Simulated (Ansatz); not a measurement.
System: pyrite PtAs2. Method: PBEsol (PAW; Ansatz, an electronic-structure program).

Settings: plane-wave cutoff 520 eV, 6×6×6 k mesh, Fermi–Dirac smearing 0.01 eV, scalar-relativistic PAW data made under PBE.

Response to compression and expansion:

Shape and atoms are relaxed at each volume.

```
V (Å³/atom)  P (GPa)  direct gap at Γ (eV)
-----------  -------  --------------------
17.113          7.04                 1.803
17.469          3.30                 1.722
17.826          0.00                 1.646
18.182         -2.94                 1.573
18.539         -5.53                 1.504
```

The fundamental gap (0.21 eV at the equilibrium volume, with added k points) lies elsewhere than Γ–Γ.

Spin–orbit coupling is not included; it can close a gap this small.
